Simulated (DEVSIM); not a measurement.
Structure: W/HfO2/p-In0.53Ga0.47As capacitor, at 250 K.

```csv
layer (left to right),material,thickness (nm),Na (cm⁻³)
1,HfO2,2.60,-
2,In0.53Ga0.47As,4800,1.4e16
```

Metal gate on the left, work function 4.6 eV. Fixed charge at the semiconductor interface 0 cm⁻² (in units of +e); interface traps 1e10 cm⁻² eV⁻¹, uniform in energy, neutral level at 0.7 of the gap above the valence band.

This is a model device: material constants are rounded textbook-type values typed into the input, and sizes, dopings and lifetimes were drawn at random. Values at 300 K; Nc and Nv go as T^1.5, mobilities as T to minus their exponent, the gap by Varshni's rule with the affinity fixed.

```
parameter         HfO2  In0.53Ga0.47As
----------------  ----  --------------
gap (eV)           5.7            0.74
affinity (eV)      2.5            4.51
permittivity        22            13.9
Nc (cm⁻³)            -          2.1e17
Nv (cm⁻³)            -          7.7e18
Varshni α (eV/K)     -         0.00035
Varshni β (K)        -             190
```

Model (solved in DEVSIM): 1D Poisson equation in equilibrium, Boltzmann statistics, complete ionisation; no quantum confinement or tunnelling. Metal contacts follow the ideal Schottky-Mott rule: no Fermi-level pinning, no interface dipoles.

Question: Tabulate band edges, carrier densities and field at -0.2 V on the gate.

Answer: Energies count from the Fermi level of the right contact; mesh points crowd at the junctions.

| x (μm) | Ec (eV) | Ev (eV) | n (cm⁻³) | p (cm⁻³) | field (V/cm) |
|---|---|---|---|---|---|
| 0.000 | 2.300 | -3.400 | < 1e2 | < 1e2 | 21000 |
| 0.0009049 | 2.302 | -3.398 | < 1e2 | < 1e2 | 21000 |
| 0.001855 | 2.304 | -3.396 | < 1e2 | < 1e2 | 21000 |
| 0.002724 | 0.296 | -0.459 | 1.7e11 | 3.3e9 | 33000 |
| 0.004990 | 0.303 | -0.451 | 1.2e11 | 4.7e9 | 33000 |
| 0.009180 | 0.317 | -0.437 | 6.5e10 | 8.9e9 | 32000 |
| 0.01775 | 0.344 | -0.410 | 1.8e10 | 3.1e10 | 31000 |
| 0.04652 | 0.425 | -0.330 | 4.3e8 | 1.3e12 | 25000 |
| 0.09645 | 0.529 | -0.225 | 3400000 | 1.7e14 | 16000 |
| 0.2086 | 0.617 | -0.137 | 57000 | 1.0e16 | 2000 |
| 0.4379 | 0.625 | -0.130 | 41000 | 1.4e16 | ≈ 0 |
| 1.208 | 0.625 | -0.130 | 41000 | 1.4e16 | ≈ 0 |
| 2.560 | 0.625 | -0.130 | 41000 | 1.4e16 | ≈ 0 |
| 3.739 | 0.625 | -0.130 | 41000 | 1.4e16 | ≈ 0 |
| 4.418 | 0.625 | -0.130 | 41000 | 1.4e16 | ≈ 0 |
| 4.621 | 0.625 | -0.130 | 41000 | 1.4e16 | ≈ 0 |
| 4.720 | 0.625 | -0.130 | 41000 | 1.4e16 | ≈ 0 |
| 4.764 | 0.625 | -0.130 | 41000 | 1.4e16 | ≈ 0 |
| 4.789 | 0.625 | -0.130 | 41000 | 1.4e16 | ≈ 0 |
| 4.797 | 0.625 | -0.130 | 41000 | 1.4e16 | ≈ 0 |
| 4.801 | 0.625 | -0.130 | 41000 | 1.4e16 | ≈ 0 |
| 4.803 | 0.625 | -0.130 | 41000 | 1.4e16 | ≈ 0 |
